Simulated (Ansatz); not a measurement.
# The (117) surface of germanium, unpaired: 0 pairs of surface atoms bonded, H on every dangling bond (bottom of the slab: built like the top, H on every dangling bond, free)

Level of theory: r2SCAN, at the PBE geometry (plane waves to 500 eV, PAW; Ansatz, a program for electronic structure).

Set-up: 74 atoms, 13.0 Å thick at the start with caps and adatoms (thin: gaps and levels are the slab's own); mesh 4x2x1; 0.025 eV smearing; dipole correction on; single point; no symmetry held, on the structure that PBE left; no spin, no spin-orbit, no U. It is one candidate, not shown to be the stable structure of the face.

| Property | Value |
|---|---|
| gap of the slab on its k-mesh | 1.27 eV |
| highest filled level below the top vacuum level | 4.97 eV |
| cost | roughly 17 core-minutes |
